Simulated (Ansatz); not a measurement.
Cost and result by functional for the adsorption energy of N on the 1x1 (110) surface of 3C silicon carbide (cut with top plane C + Si), one in a 2x2 cell, started at the site 'bridge C-Si (span 3.9 Å)', in Ansatz (plane waves, PAW). Single points on the PBE structure, on one kind of machine; costs are rough ratios of the slab run's core time (references not counted) to the cheapest single point. r2SCAN's cost holds its higher cutoff (500 against 420 eV). Differences are taken against r2SCAN for comparison alone: no measured value is at hand, so the table doesn't rank accuracy.

Host crystal: 3C silicon carbide, with a band gap (PBE, scalar-relativistic without spin-orbit coupling).

Model: 49-atom slab, 7.7 Å thick at the start under the adsorbate (thin: gaps and levels are the slab's own), 3x3x1 mesh, Fermi-Dirac 0.01 eV, dipole correction, 24 atoms held, the rest relaxed; no symmetry held; spin-polarised, ending with about 1.0 μB a cell; orders that need a larger cell were not tried, no spin-orbit, no U, no dispersion correction. At the end it is bonded to C + 2 Si. In PBE this state lies 0.08 eV over the lowest of the starts that converged ('top C'). These notes are the PBE run's. r2SCAN: The program's check for a lower electronic state was not made. Adsorption energies are against ½ N2(g). A negative adsorption energy means that the adsorbate is more stable on the surface than in its reference.

| functional | relative cost | adsorption energy (eV) | less r2SCAN (eV) |
|---|---|---|---|
| RPBE | 1 | 0.96 | 0.10 |
| r2SCAN | 2 | 0.86 | 0.00 |
| PBE (the relaxed run's value) | – | 0.80 | -0.06 |

The values span 0.16 eV, while the single points' costs differ by a factor of roughly 2. Differences are of unrounded values.

Ansatz is a quantum-chemistry and plane-wave program.
